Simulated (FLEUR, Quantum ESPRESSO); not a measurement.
A FLEUR input for a self-consistent single point of ScTc3 (Fm-3m, 4 atoms in the cell) (DFT, PBEsol, all-electron FLAPW (FLEUR), scalar-relativistic valence):

Input of the input generator:

```
ScTc3 FLAPW
&input film=f /
-0.0000000000 3.1239850000 3.1239850000
3.1239850000 -0.0000000000 3.1239850000
3.1239850000 3.1239850000 -0.0000000000
1.8897261246
1.0 1.0 1.0

4
21 0.0000000000 0.0000000000 0.0000000000
43 0.2500000000 0.2500000000 0.2500000000
43 0.7500000000 0.7500000000 0.7500000000
43 0.5000000000 0.5000000000 0.5000000000

&comp jspins=1 /
&exco xctyp='PBEs' /
&kpt div1=7 div2=7 div3=7 /
&end /
```

```xml
<?xml version="1.0" encoding="UTF-8" standalone="no"?>
<fleurInput fleurInputVersion="0.39">
   <comment>
      ScTc3 FLAPW                                                                                         
   </comment>
   <calculationSetup>
      <cutoffs Kmax="4.3" Gmax="17.2" GmaxXC="17.2" numbands="0"/>
      <scfLoop itmax="100" minDistance="0.00001" maxIterBroyd="15" imix="Anderson" alpha="0.05" precondParam="0.0" spinf="2.0"/>
      <coreElectrons ctail="T" frcor="F" kcrel="0" coretail_lmax="0"/>
      <xcFunctional name="PBEs" relativisticCorrections="F"/>
      <magnetism jspins="1"/>
      <soc l_soc="F" theta="0.0" phi="0.0" spav="F"/>
      <expertModes spex="0" secvar="F"/>
      <geometryOptimization l_f="T" forcealpha="1.0" forcemix="BFGS" epsdisp="0.00001" epsforce="0.00001"/>
      <ldaU l_linMix="F" mixParam="0.05" spinf="1.0"/>
   </calculationSetup>
   <cell>
      <bzIntegration valenceElectrons="56.0" mode="gauss" fermiSmearingEnergy="0.00367493">
         <kPointListSelection listName="default-1"/>
         <!-- k-points included here -->
         <xi:include xmlns:xi="http://www.w3.org/2001/XInclude" href="kpts.xml"> </xi:include>
      </bzIntegration>
      <!-- symmetry operations included here -->
      <xi:include xmlns:xi="http://www.w3.org/2001/XInclude" href="sym.xml"> </xi:include>
      <bulkLattice scale="1.0">
         <bravaisMatrix>
            <row-1>    0.0000000000000000     5.9034760673585307     5.9034760673585307</row-1>
            <row-2>    5.9034760673585307     0.0000000000000000     5.9034760673585307</row-2>
            <row-3>    5.9034760673585307     5.9034760673585307     0.0000000000000000</row-3>
         </bravaisMatrix>
      </bulkLattice>
   </cell>
   <atomSpecies>
      <species name="Scandium (Sc)" element="Sc" atomicNumber="21">
         <mtSphere radius="2.34" gridPoints="823" logIncrement="0.015"/>
         <atomicCutoffs lmax="10" lnonsphr="8"/>
         <electronConfig flipSpins="F">
            <coreConfig>(1s1/2) (2s1/2) (2p1/2) (2p3/2)</coreConfig>
            <valenceConfig>(3s1/2) (3p1/2) (3p3/2) (4s1/2) (3d3/2) (3d5/2)</valenceConfig>
            <stateOccupation state="(3d3/2)" spinUp="0.2" spinDown="0.2"/>
            <stateOccupation state="(3d5/2)" spinUp="0.3" spinDown="0.3"/>
         </electronConfig>
         <energyParameters s="4" p="4" d="3" f="4"/>
         <lo type="SCLO" l="0" n="3" eDeriv="0"/>
         <lo type="SCLO" l="1" n="3" eDeriv="0"/>
      </species>
      <species name="Technetium (Tc)" element="Tc" atomicNumber="43">
         <mtSphere radius="2.34" gridPoints="823" logIncrement="0.016"/>
         <atomicCutoffs lmax="10" lnonsphr="8"/>
         <electronConfig flipSpins="F">
            <coreConfig>(1s1/2) (2s1/2) (2p1/2) (2p3/2) (3s1/2) (3p1/2) (3p3/2) (3d3/2) (3d5/2)</coreConfig>
            <valenceConfig>(4s1/2) (4p1/2) (4p3/2) (5s1/2) (4d3/2) (4d5/2)</valenceConfig>
            <stateOccupation state="(4d3/2)" spinUp="1.0" spinDown="1.0"/>
            <stateOccupation state="(4d5/2)" spinUp="1.5" spinDown="1.5"/>
         </electronConfig>
         <energyParameters s="5" p="5" d="4" f="4"/>
         <lo type="SCLO" l="0" n="4" eDeriv="0"/>
         <lo type="SCLO" l="1" n="4" eDeriv="0"/>
      </species>
   </atomSpecies>
   <atomGroups>
      <atomGroup species="Scandium (Sc)">
         <relPos label="                   1">.0000000000 .0000000000 .0000000000</relPos>
         <force calculate="T" relaxXYZ="TTT"/>
      </atomGroup>
      <atomGroup species="Technetium (Tc)">
         <relPos label="                   2">1.000/4.000 1.000/4.000 1.000/4.000</relPos>
         <relPos label="                   3">-1.000/4.000 -1.000/4.000 -1.000/4.000</relPos>
         <force calculate="T" relaxXYZ="TTT"/>
      </atomGroup>
      <atomGroup species="Technetium (Tc)">
         <relPos label="                   4">1.000/2.000 1.000/2.000 1.000/2.000</relPos>
         <force calculate="T" relaxXYZ="TTT"/>
      </atomGroup>
   </atomGroups>
   <output dos="F" band="F" slice="F">
      <checks vchk="F" cdinf="F"/>
      <bandDOS minEnergy="-.5*Htr" maxEnergy="0.5*Htr" sigma="0.015" storeEVData="T"/>
      <vacuumDOS vacdos="F" integ="F" star="F" nstars="0" locx1="0.0" locy1="0.0" locx2="0.0" locy2="0.0" nstm="0" tworkf="0.0"/>
      <unfoldingBand unfoldBand="F" supercellX="1" supercellY="1" supercellZ="1"/>
      <plotting iplot="0" polar="F">
         <plot TwoD="T" vec1="  1.0  0.0  0.0" vec2="  0.0  1.0  0.0" vec3="  0.0  0.0  1.0" zero="  0.0  0.0  0.0" file="plot"/>
      </plotting>
      <chargeDensitySlicing numkpt="0" minEigenval="0.0" maxEigenval="0.0" nnne="0" pallst="F"/>
      <specialOutput eonly="F"/>
      <magneticCircularDichroism mcd="F" energyLo="-10.0" energyUp="0.0"/>
   </output>
  <!-- We include the file relax.xml here to enable relaxations (see documentation) -->
  <xi:include xmlns:xi="http://www.w3.org/2001/XInclude" href="relax.xml"> <xi:fallback/> </xi:include>
</fleurInput>
```

Q: Write the same calculation as an input for Quantum ESPRESSO.

A: This is the input that was run; spellings and numerical settings could be chosen otherwise.

```fortran
&control
  calculation = 'scf',
  prefix = 'sctc3',
  outdir = './work',
  pseudo_dir = './',
  tprnfor = .true.,
  tstress = .true.,
/
&system
  ibrav = 2,
  celldm(1) = 11.8069521349,
  nat = 4,
  ntyp = 2,
  ecutwfc = 85,
  occupations = 'smearing',
  smearing = 'gauss',
  degauss = 0.0073499,
/
&electrons
  conv_thr = 1e-10,
  mixing_beta = 0.7,
/
ATOMIC_SPECIES
Sc    44.9559  Sc.upf
Tc    97.9072  Tc.upf
ATOMIC_POSITIONS crystal
Sc    0.0000000000    0.0000000000    0.0000000000
Tc    0.2500000000    0.2500000000    0.2500000000
Tc    0.7500000000    0.7500000000    0.7500000000
Tc    0.5000000000    0.5000000000    0.5000000000
K_POINTS automatic
7 7 7  0 0 0
```

Basis, cutoffs, solver keys and any potentials are the target program's own. This input uses DFT, PBEsol, plane waves, PseudoDojo standard norm-conserving (PBESOL) pseudopotentials.

The starting cell comes from a database of computed structures (which also holds hypothetical and non-ambient phases and stackings), without a prior relaxation at this level.
